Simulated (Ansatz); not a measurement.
We consider L1₀ (CuAu-type) CuAu, described by PBE-D3(BJ) (Ansatz, a program for electronic structure, PAW).

Settings: plane-wave cutoff 500 eV, 20×20×16 k mesh (along the axes of the cell as run), Fermi–Dirac smearing 0.1 eV, no spin polarisation, scalar-relativistic PAW data made under PBE.

Computed at the level's own relaxed cell.

### Question
What does this level give for the equilibrium volume per atom, lattice constant a and c axis length?

### Answer

- equilibrium volume per atom = 14.34 Å³/atom
- lattice constant a = 2.831 Å
- c axis length = 3.578 Å

Measured, for comparison: lattice constant a 2.8 Å (temperature not stated, no zero-point or thermal correction; as tabulated in Nepal et al. (2019), arXiv:1905.09348); lattice parameter c 3.67 Å (temperature not stated, no zero-point or thermal correction; as tabulated in Mehl et al. (2016), arXiv:1607.02532). Computed (rounded) less measured: lattice constant a +1.1 %, lattice parameter c -2.5 %.

Spin–orbit coupling is not included; it can shift volumes and moduli of such heavy elements.
